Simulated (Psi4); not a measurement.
Psi4 1.11, PBE/def2-svp: Zr(OH)2(OSiH3)2 ([OH][Zr]([OH])([O][SiH3])[O][SiH3]), 15 atoms. The geometry is a generated start, not checked to be a minimum at this level.

| Quantity | Value |
|---|---|
| task | energy |
| method | pbe |
| basis | def2-svp |
| memory | 3 GB |
| maxiter | 100 |
| keys of the molecule block | symmetry c1 |
| scf_type | df (default) |
| e_convergence | 1e-06 (default) |
| d_convergence | 1e-06 (default) |
| dft_radial_points | 75 (default) |
| dft_spherical_points | 302 (default) |
| effective core potentials | those of the basis set, past Kr |
| basis functions | 163 |
| grid points | 321097 |

```xyz
15

Zr    -0.1087     1.1467    -0.2855
O     -0.1167     2.9911    -0.6893
H     -0.8642     3.6015    -0.6709
O     -0.4978     0.8351     1.5297
H     -0.4733    -0.0432     1.9335
O      1.5386     0.2628    -0.7158
Si     2.3555    -0.4835     0.4438
H      2.6376     0.4732     1.5586
H      3.6074    -0.9730    -0.1462
H      1.5844    -1.6480     0.9824
O     -1.4621     0.1998    -1.2613
Si    -1.9355    -1.2552    -0.7785
H     -0.7588    -2.0984    -0.3925
H     -2.6558    -1.8751    -1.8982
H     -2.8504    -1.1338     0.3903
```

Charge 0 and multiplicity 1 are set for this test and not shown to be the ground state.

With the defaults (diis = true, scf_initial_accelerator = adiis, damping_percentage = 0, diis_max_vecs = 10, guess = auto, which took SAD, diis_start = 1, soscf = false, soscf_start_convergence = 0.01, level_shift = 0, level_shift_cutoff = 0.01) it converges in 11 SCF iterations. One run each on 2 threads, with these changes:
- diis = false, scf_initial_accelerator = none, damping_percentage = 60
- soscf = true, soscf_start_convergence = 0.1
- soscf = true, soscf_start_convergence = 0.001
- guess = huckel
- soscf = true
- diis_start = 4
- diis_max_vecs = 20
- scf_initial_accelerator = none
- level_shift = 0.1, level_shift_cutoff = 0.001

### Question
Which of these changes keep the SCF from converging, or lead it to another solution?

### Answer
No convergence: diis = false, scf_initial_accelerator = none, damping_percentage = 60 (the run ends without SCF convergence in 100 iterations). The rest reach the solution of the defaults.

```json
[
 {"setting": "soscf = true, soscf_start_convergence = 0.1", "SCF iterations": "7", "JK calls": "28", "end": "same solution"},
 {"setting": "soscf = true", "SCF iterations": "8", "JK calls": "29", "end": "same solution"},
 {"setting": "soscf = true, soscf_start_convergence = 0.001", "SCF iterations": "8", "JK calls": "19", "end": "same solution"},
 {"setting": "level_shift = 0.1, level_shift_cutoff = 0.001", "SCF iterations": "10", "JK calls": "11", "end": "same solution"},
 {"setting": "the defaults", "SCF iterations": "11", "JK calls": "12", "end": "same solution"},
 {"setting": "scf_initial_accelerator = none", "SCF iterations": "11", "JK calls": "12", "end": "same solution"},
 {"setting": "diis_max_vecs = 20", "SCF iterations": "11", "JK calls": "12", "end": "same solution"},
 {"setting": "guess = huckel", "SCF iterations": "11", "JK calls": "40", "end": "same solution"},
 {"setting": "diis_start = 4", "SCF iterations": "18", "JK calls": "19", "end": "same solution"},
 {"setting": "diis = false, scf_initial_accelerator = none, damping_percentage = 60", "SCF iterations": "100", "JK calls": "101", "end": "no convergence"}
]
```

An SOSCF iteration holds several JK calls; a Hückel guess adds calls on atoms. 1 further run of the study ended by our limits or in an error and is left out.
